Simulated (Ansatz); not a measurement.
Take Cs₂O in the anti-CdI2 type structure (space group P-3m1, No. 164; a = 4.1695 Å, c = 6.8201 Å; a hypothetical phase, not in the database extracts checked) as the base. Axes: x lies along a and z along c of the hexagonal cell.

Method: DFT with PBE-D3(BJ), PAW potentials and a 420 eV plane-wave cutoff in Ansatz (a quantum-chemistry and plane-wave program), no spin-orbit coupling.

Before the change:

The volume per atom comes out as 34.23 Å³.

Now apply this change: biaxial strain −1.98 %, plane normal [001], relaxed out of plane (Cartesian); in-plane vectors clamped, the third vector and the atoms free.

Question: Estimate the effect on the volume per atom.

Answer: The volume per atom drops by 0.862 Å³, from 34.23 Å³ to 33.36 Å³.

Whether these cells are dynamically stable was not tested.
